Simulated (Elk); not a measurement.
Worked example: self-consistent single point of TmSb2 (C222, 3 atoms in the cell) in Elk.

Level of theory: PBEsol, all-electron FP-LAPW, Elk's shipped species files, APW+lo basis with extra local orbitals in Elk 10.2.4.

```
CELL_PARAMETERS angstrom
      1.77381    -3.14553     0.00000
      1.77381     3.14553     0.00000
      0.00000     0.00000     7.66742
ATOMIC_POSITIONS crystal
  Tm 0.00000 0.00000 0.00000
  Sb 0.50000 0.00000 0.67902
  Sb 0.00000 0.50000 0.32098
```
Moments meant for the start (each program seeds them in its own way; μB, in the order of the atoms Tm Sb Sb): 2.0 0.0 0.0.

Reference input (self-consistent single point, DFT, PBEsol, all-electron FP-LAPW, Elk's shipped species files, APW+lo basis with extra local orbitals): xctype = 22; spinpol = true; rgkmax = 8; swidth = 0.00367493 Ha; ngridk = 6 6 3; reducebf = 0.5; tforce = true; gmaxvr = 18 1/bohr; lmaxapw = 10; lmaxo = 8; nxlo = 2; lorbcnd = true. This run's input differs from it in these lines:

```diff
@@ -70,3 +70,3 @@
 ngridk
-  6 6 3
+  2 2 1
```

Output, abridged:

```
│ Self-consistent loop started │
│ Loop number : 1 │
 total energy                :     -26199.6832896
 total moment                :    7.873373248
│ Loop number : 2 │
 total energy                :     -26219.9696049
 total moment                :    7.808249637
RMS change in Kohn-Sham potential (target) :    3.563958641     (  0.1000000000E-05)
Absolute change in total energy (target)   :    20.28631526     (  0.1000000000E-03)
│ Loop number : 3 │
 total energy                :     -26204.4579843
 total moment                :    7.641404528
RMS change in Kohn-Sham potential (target) :    3.637685038     (  0.1000000000E-05)
   [... lines left out ...]
│ Loop number : 98 │
 total energy                :     -26539.2305639
 total moment                :   -1.276862359
RMS change in Kohn-Sham potential (target) :   0.2318410731E-02 (  0.1000000000E-05)
Absolute change in total energy (target)   :   0.8252736221E-01 (  0.1000000000E-03)
│ Loop number : 99 │
 total energy                :     -26539.1934237
 total moment                :   -1.281451844
RMS change in Kohn-Sham potential (target) :   0.2616250551E-02 (  0.1000000000E-05)
Absolute change in total energy (target)   :   0.5777204937E-01 (  0.1000000000E-03)
│ Loop number : 100 │
Reached self-consistent loops maximum

Energies :
 Fermi                       :     0.270946535571
 xc effective B-field        :    -0.268545672927E-01
 external B-field            :      0.00000000000
 total energy                :     -26539.2118580
 (external B-field energy excluded from total)

Density of states at Fermi energy :    307.1170199
 (states/Hartree/unit cell)

   [... lines left out ...]
Estimated indirect band gap :   0.1548758999E-02
Estimated direct band gap   :   0.2018980538E-02
 total moment                :   -1.282749378
   [... lines left out ...]

Forces :
 species :    1 (Tm)
  atom :    1
   Hellmann-Feynman          :     0.00000000    0.00000000    0.00000000
   IBS                       :     0.00000000    0.00000000    0.00000000
   total force               :     0.00000000    0.00000000    0.00000000
   total magnitude           :     0.00000000
 species :    2 (Sb)
  atom :    1
   Hellmann-Feynman          :     0.00000000    0.00000000    0.19862518
   IBS                       :     0.00000000    0.00000000   -0.23082328
   total force               :     0.00000000    0.00000000   -0.03219810
   total magnitude           :     0.03219810
  atom :    2
   Hellmann-Feynman          :     0.00000000    0.00000000   -0.19862518
   IBS                       :     0.00000000    0.00000000    0.23082328
   total force               :     0.00000000    0.00000000    0.03219810
   total magnitude           :     0.03219810
```

The run ended unconverged after 100 iterations. 

The starting cell comes from a database of computed structures (which also holds hypothetical and non-ambient phases and stackings), without a prior relaxation at this level. Its lattice was rescaled by a random factor within 2.5 % of one. Spin-orbit coupling is off. Values depend on the basis (sphere radii, cutoffs, local orbitals), which need not be converged.

Cost on one core of a shared machine: roughly 3 min.
